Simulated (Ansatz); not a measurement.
This Ansatz (a quantum-chemistry and plane-wave program) input is the reference run, Sn in the diamond structure (space group Fd-3m, No. 227), computed with PBEsol in Ansatz (plane waves to 420 eV, PAW, no spin-orbit coupling):

Ansatz 0.2 input:
```yaml
crystal:
  lattice:
    - [0, 3.2700702556, 3.2700702556]
    - [3.2700702556, 0, 3.2700702556]
    - [3.2700702556, 3.2700702556, 0]
  atoms:
    - { symbol: Sn, position: [0.25, 0.25, 0.25] }
    - { symbol: Sn, position: [0, 0, 0] }
basis: { ecutwfc: 420, ecutrho_ratio: 4, xc_grid: 2, fft_grid_basis: typed }
kpoints: { mp_grid: { grid: [12, 12, 12] } }
hamiltonian:
  xc: pbesol
  dispersion: none
  pseudopotentials: { kind: paw }
scf: { occupations: { method: fermi_dirac, width: 0.05 }, convergence: { dr2_threshold: 0.0000000002 } }
output: { forces: true, stress: true }
checkpoint: { write: state.ck, write_every: 1000 }
```

Task: Write the input for this change: a free-standing slab of 1 layer (2 atoms, 2 a layer) is cut normal to [110], with 15 Å of vacuum and the in-plane cell held at bulk.

Result: 
Ansatz 0.2 input:
```yaml
crystal:
  lattice:
    - [4.6245777054, 0, 0]
    - [0, 6.5401405112, 0]
    - [0, 0, 15]
  atoms:
    - { symbol: Sn, position: [0.75, 1, 0.5] }
    - { symbol: Sn, position: [0.25, 0.25, 0.5] }
basis: { ecutwfc: 420, ecutrho_ratio: 4, xc_grid: 2, fft_grid_basis: typed }
kpoints: { mp_grid: { grid: [10, 7, 1] } }
hamiltonian:
  xc: pbesol
  dispersion: none
  pseudopotentials: { kind: paw }
scf: { occupations: { method: fermi_dirac, width: 0.05 }, convergence: { dr2_threshold: 0.0000000002 } }
relax: { f_tol: 0.01, max_steps: 50 }
output: { forces: true, stress: true }
checkpoint: { write: state.ck, write_every: 1000 }
```
This is the input that was run; other choices of cell and start would serve too.

Stability against distortions was not tested.
